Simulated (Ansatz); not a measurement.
Given:

```xyz
2
Lattice="2.7388 0.0000 0.0000 -1.3694 2.3719 0.0000 0.0000 0.0000 4.3183" Properties=species:S:1:pos:R:3 pbc="T T T"
Os     0.0000     1.5813     1.0796
Os     1.3694     0.7906     3.2387
```

Calculation: PBEsol, DFPT electron-phonon coupling, linearised Boltzmann equation (plane waves, PAW, scalar-relativistic; Ansatz, an electronic-structure program). Condition of this run: hydrostatic pressure -4 GPa (the target of the relaxation). Geometry: relaxed with this functional, without spin-orbit coupling, then loaded as said.

Task: Estimate the phonon-limited resistivity at 300 K, by direction if it differs.

Result: 8.5 (x), 8.5 (y), 5.6 (z) μΩ·cm.

Task: How long is the mean free path there?

Result: 8.3 nm, weighted by the current that each state carries. Wires not much wider than this gain resistivity from their walls.

A metal at this level (no band gap). Only scattering by harmonic phonons is included (no impurities, grain boundaries, electron-electron scattering or thermal expansion). Spin-orbit coupling is left out, which matters with elements this heavy. Halving the electron mesh (36x36x20) moves the resistivity by up to 1 % at 300 K, the mean free path by up to 1 %. Smearing 0.20 eV; phonons on a 6x6x3 q mesh, which this run doesn't test.
